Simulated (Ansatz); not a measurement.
**ZrRuAs (space group P-62m, No. 189; a cell from a computed database, its experimental status unchecked)**

Space group P-62m (No. 189); a = 6.551 Å, b = 6.551 Å, c = 3.891 Å, α = 90.00°, β = 90.00°, γ = 120.00°

```csv
atom,site,symmetry,x,y,z
Zr,3g,m2m,0.4177,0.4177,0.5000
As,1b,-62m,0.0000,0.0000,0.5000
As,2c,-6..,0.3333,0.6667,0.0000
Ru,3f,m2m,0.0000,0.2434,0.0000
```

Calculations: DFT with PBEsol, PAW potentials and a 420 eV plane-wave cutoff in Ansatz (a program for electronic structure), scalar-relativistic without spin-orbit coupling. Settings: 8×8×12 k-points, 0.05 eV Fermi–Dirac smearing.

| Quantity | Value |
|---|---|
| Volume per atom | 16.07 Å³ |
| Density | 9.21 g/cm³ |
| Band gap | zero |
| Total energy | -4920.303 eV/atom (σ→0; compares only within this code and set-up) |

No phonon test of stability was made. All final runs are without spin polarisation. An odd electron count without spin: ZrRuAs.
